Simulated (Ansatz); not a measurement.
Consider MgO in the rock salt structure (space group Fm-3m, No. 225; a = 4.2537 Å).

All numbers come from PBE/PAW in Ansatz (a program for electronic structure), scalar-relativistic without spin-orbit coupling.

Base values:

```
Item                                   Result
-------------------  ------------------------
Hole mass            0.38, 2.2, 2.2 mₑ (at Γ)
Lattice parameter a                  425.4 pm
Band gap                              4.46 eV
```

One thing is altered: cell and atoms relaxed at a pressure of 7 GPa.

Predict the new hole mass.

The hole mass (degenerate bands, along [100]) changes from 0.38, 2.2, 2.2 mₑ (at Γ) to 0.39, 2.1, 2.1 mₑ (at Γ).

What does the calculation give for the lattice parameter a after the change?

The lattice parameter a drops by 6.04 pm to 419.3 pm.

Estimate the effect on the band gap.

The band gap increases by 0.41 eV (4.46 eV → 4.87 eV).

Load acts through the strain it causes; cell and atoms are relaxed under it. Effective masses come from finite differences of ±0.01 Å⁻¹. No phonon test of stability was made. Competing high-pressure phases were not computed.
